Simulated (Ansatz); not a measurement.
# GaN in the zinc blende structure (space group F-43m, No. 216)

```
GaN
1.0
    0.00000     2.27440     2.27440
    2.27440     0.00000     2.27440
    2.27440     2.27440     0.00000
N Ga
1 1
Direct
  0.75000   0.75000   0.75000
  0.00000   0.00000   0.00000
```

Level of theory: plane-wave PAW DFT at the PBE level (Ansatz, a quantum-chemistry and plane-wave program, 420 eV), scalar-relativistic without spin-orbit coupling, earlier PAW set. Settings: 12×12×12 k-points, 0.05 eV Fermi–Dirac smearing.

- Volume per atom: 11.77 Å³
- Density: 5.91 g/cm³
- Band gap: 1.54 eV, direct at Γ
- Electron mass: 0.14 mₑ
- Hole mass (degenerate bands, along [100]): 0.15, 0.90, 0.90 mₑ
- Lowest conduction-band minima above the VBM: Γ 1.54 eV
- Total energy: -2083.957 eV/atom (σ→0; compares only within this code and set-up)

Effective masses come from finite differences of ±0.01 Å⁻¹. No phonon test of stability was made. This is not the structure that GaN has at room temperature and ambient pressure.
